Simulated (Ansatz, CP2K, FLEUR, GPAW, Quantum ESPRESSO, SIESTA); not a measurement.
# One structure in several programs: InAu3 (Pmmn, 8 atoms in the cell)

Self-consistent single point.

```yaml
crystal:
  lattice:
    - [4.83733, 0.00000, 0.00000]
    - [0.00000, 5.77876, 0.00000]
    - [0.00000, 0.00000, 5.27183]
  atoms:
    - { symbol: In, position: [0.50000, 0.50000, 0.33547] }
    - { symbol: In, position: [0.00000, 0.00000, 0.66453] }
    - { symbol: Au, position: [0.00000, 0.50000, 0.66268] }
    - { symbol: Au, position: [0.50000, 0.00000, 0.33732] }
    - { symbol: Au, position: [0.00000, 0.74853, 0.16322] }
    - { symbol: Au, position: [0.00000, 0.25147, 0.16322] }
    - { symbol: Au, position: [0.50000, 0.75147, 0.83678] }
    - { symbol: Au, position: [0.50000, 0.24853, 0.83678] }
```

Shared settings, as Ansatz (a quantum-chemistry and plane-wave program) writes them: kpoints.mp_grid.grid = 3 3 3; scf.occupations.method = fermi_dirac; scf.occupations.width = 0.1 eV. Potentials and cutoffs stand in the table.

| code | model | pressure (GPa) | largest force (eV/Å) | cutoff |
|---|---|---|---|---|
| GPAW | LDA (Perdew-Wang 92), GPAW PAW datasets LDA (gpaw-data 1.0.1) | -7.04 | 0.033 | 550 eV |
| FLEUR | LDA (Perdew-Zunger), all-electron FLAPW (FLEUR), scalar-relativistic valence | – | 0.040 | Kmax 4 1/bohr |
| Quantum ESPRESSO | LDA (PZ), GBRV 1.5 ultrasoft (LDA) pseudopotentials | -8.85 | 0.037 | 40 Ry |
| SIESTA | LDA PW92, numerical atomic orbitals DZP, PseudoDojo LDA standard norm-conserving potentials (rewritten from UPF to PSML) | -8.74 | 0.129 | grid 300 Ry |
| Ansatz | LDA (PW92), PAW files made with PBE | -8.10 | 0.037 | default |
| CP2K | LDA (Pade form), GPW, DZVP-MOLOPT-SR-GTH basis, GTH-PADE potentials (GTH_POTENTIALS) | -4.00 | 0.042 | grid 500 Ry |

Size of the force on each atom (eV/Å): Sizes of forces hide their directions.

```json
[
 {"code": "GPAW", "In1": "0.026", "In2": "0.026", "Au3": "0.033", "Au4": "0.033", "Au5": "0.023", "Au6": "0.023", "Au7": "0.023", "Au8": "0.023"},
 {"code": "FLEUR", "In1": "0.029", "In2": "0.029", "Au3": "0.013", "Au4": "0.013", "Au5": "0.040", "Au6": "0.040", "Au7": "0.040", "Au8": "0.040"},
 {"code": "Quantum ESPRESSO", "In1": "0.030", "In2": "0.030", "Au3": "0.012", "Au4": "0.012", "Au5": "0.037", "Au6": "0.037", "Au7": "0.037", "Au8": "0.037"},
 {"code": "SIESTA", "In1": "0.044", "In2": "0.044", "Au3": "0.114", "Au4": "0.114", "Au5": "0.129", "Au6": "0.129", "Au7": "0.129", "Au8": "0.129"},
 {"code": "Ansatz", "In1": "0.030", "In2": "0.030", "Au3": "0.012", "Au4": "0.012", "Au5": "0.037", "Au6": "0.037", "Au7": "0.037", "Au8": "0.037"},
 {"code": "CP2K", "In1": "0.030", "In2": "0.030", "Au3": "0.031", "Au4": "0.031", "Au5": "0.042", "Au6": "0.042", "Au7": "0.042", "Au8": "0.042"}
]
```

A dash marks a value that a program does not give, or that is left out as unsure.

On Ansatz's run: spin-orbit coupling is off.

The spread over the programs that give each value: pressure within 4.85 GPa; largest force within 0.096 eV/Å.

SIESTA and CP2K use small atom-centred bases, whose incompleteness enters pressures, forces and empty levels differently from a plane-wave cutoff. FLEUR treats all electrons, but the usual bases taken here (sphere radii, linearisation, local orbitals, empty states) were not tested for convergence, so the values are no reference for the others. Ansatz's pressure is given at a fixed set of plane waves, as the other plane-wave codes print theirs; with its correction for the finite basis it is -8.06 GPa. The same LDA comes in different parametrisations, which differ slightly. In the pressure, GPAW (by 1.05) and CP2K (by 4.10) lie more than 1 GPa from the median of the plane-wave programs. In the force vectors, SIESTA (by 0.102) lies more than 0.08 eV/Å from the median of the plane-wave programs.

The shared mesh is coarse (it stands for a supercell whose shortest vector is 15 Å), so the values are not converged in it.

The starting cell comes from a database of computed structures (which also holds hypothetical and non-ambient phases and stackings), without a prior relaxation at this level.

Left out of this page: Elk (not drawn, or without a comparable value).

Keys are those of Ansatz 0.2.
